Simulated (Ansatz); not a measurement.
Base system: W in the bcc (W type) structure (space group Im-3m, No. 229; relaxed with 0.1 eV smearing).

```xyz
1
Lattice="-1.5676 1.5676 1.5676 1.5676 -1.5676 1.5676 1.5676 1.5676 -1.5676" Properties=species:S:1:pos:R:3 pbc="T T T"
W      0.0000     0.0000     0.0000
```

The values are results of LDA, PAW, 420 eV (Ansatz, an electronic-structure program; no spin-orbit coupling), not measurements.

Strains are applied to the cell and any free atomic positions relax.

One change was made to it. Results:

```csv
quantity,base,after
energy relative to the base (free energy F),0 meV/atom,+3.7 meV/atom
band gap,zero,zero
pressure,0.0 GPa,5.2 GPa
```

Task: Name the change that was made.
A. isotropic strain −2.50 %
B. isotropic strain −0.50 %
C. isotropic strain +0.50 %
D. isotropic strain +2.00 %

Result: B, isotropic strain −0.50 %. For comparison, the pressure in the other runs: isotropic strain −2.50 % gives 29.8 GPa; isotropic strain +0.50 % gives -4.9 GPa; isotropic strain +2.00 % gives -17.6 GPa.

No phonon test of stability was made. The final runs are not spin-polarised.
